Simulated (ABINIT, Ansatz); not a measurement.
An Ansatz (a quantum-chemistry and plane-wave program) input for a self-consistent single point of CuCl (F-43m, 2 atoms in the cell) (DFT, PBE, plane waves, default PAW files):

Ansatz 0.2 input:
```yaml
# CuCl
crystal:
  lattice:
    - [0.000000, 2.650900, 2.650900]
    - [2.650900, 0.000000, 2.650900]
    - [2.650900, 2.650900, 0.000000]
  atoms:
    - { symbol: Cu, position_ang: [0.000000, 0.000000, 0.000000] }
    - { symbol: Cl, position_ang: [1.325450, 1.325450, 1.325450] }
kpoints:
  mp_grid:
    grid: [9, 9, 9]
hamiltonian:
  xc: pbe
  pseudopotentials:
    kind: paw
scf:
  occupations:
    method: fermi_dirac
    width: 0.05 eV
output:
  forces: true
  eigenvalues: true
  stress: true
```

Problem. Translate this input to ABINIT.

Solution. This is the input that was run; spellings and numerical settings could be chosen otherwise.

```
# CuCl, JTH v2.0 PBE PAW
pp_dirpath "./"
pseudos "Cu.GGA_PBE-JTH.xml, Cl.GGA_PBE-JTH.xml"
acell 7.0844674624 7.0844674624 7.0844674624
rprim
        -0.0000000000    0.7071067812    0.7071067812
         0.7071067812   -0.0000000000    0.7071067812
         0.7071067812    0.7071067812   -0.0000000000
natom 2
ntypat 2
znucl 29 17
typat 1 2
xred
         0.0000000000    0.0000000000    0.0000000000
         0.2500000000    0.2500000000    0.2500000000
ecut 30 Ha
pawecutdg 60 Ha
pawxcdev 0
occopt 3
tsmear 0.00183747
nband 18
kptopt 1
ngkpt 9 9 9
nshiftk 1
shiftk 0 0 0
nstep 50
toldfe 1.0e-09
prtwf 0
prtden 0
prtvol 1
```

Basis settings and potentials, where a program has them, do not carry over. This input uses DFT, PBE, plane waves, PAW (JTH v2.0 PBE PAW). Both were run: pressure 3.91 GPa in Ansatz and 3.84 in ABINIT; gap on the mesh 0.659 eV in Ansatz and 0.651 in ABINIT. Ansatz's pressure is the one without its finite-basis correction.

On Ansatz: the starting cell has typed, rounded lattice constants, without a prior relaxation at this level. For this run, on top of that: lattice scaled by 0.98. With a pressure of about 4 GPa the cell is away from its equilibrium volume at this level.

On ABINIT: the starting cell has typed, rounded lattice constants, without a prior relaxation at this level. For this run, on top of that: lattice scaled by 0.98. With a pressure of about 4 GPa the cell is away from its equilibrium volume at this level.
